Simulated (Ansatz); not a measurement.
**What isotropic strain −1.66 % does to CdS**

The parent structure is CdS in the zinc blende structure (space group F-43m, No. 216; a = 5.879 Å).

One thing is altered: an isotropic linear strain of −1.66 %; the atoms relax in the strained cell.

Computed with r2SCAN (Ansatz, an electronic-structure program), scalar-relativistic without spin-orbit coupling, earlier PAW set. Γ-centred 10×10×10 mesh, Fermi–Dirac width 0.05 eV.

Volume per atom: 24.16 Å³ (base 25.40 Å³)
Shortest interatomic distance: 2.503 Å (base 2.546 Å)
Energy relative to the base (free energy F): +13 meV/atom
Pressure: 3.40 GPa (base 0.00 GPa)
Band gap: 1.65 eV (base 1.54 eV)
Gap character: direct at Γ (base direct at Γ)
Mean gap deformation potential ΔEg/Δln V: -2.3 eV
Width of the top valence band: 2.35 eV (base 2.16 eV)
Electron mass: 0.16 mₑ (at Γ) (base 0.15 mₑ (at Γ))

Effective masses come from finite differences of ±0.01 Å⁻¹. Whether these cells are dynamically stable was not tested.
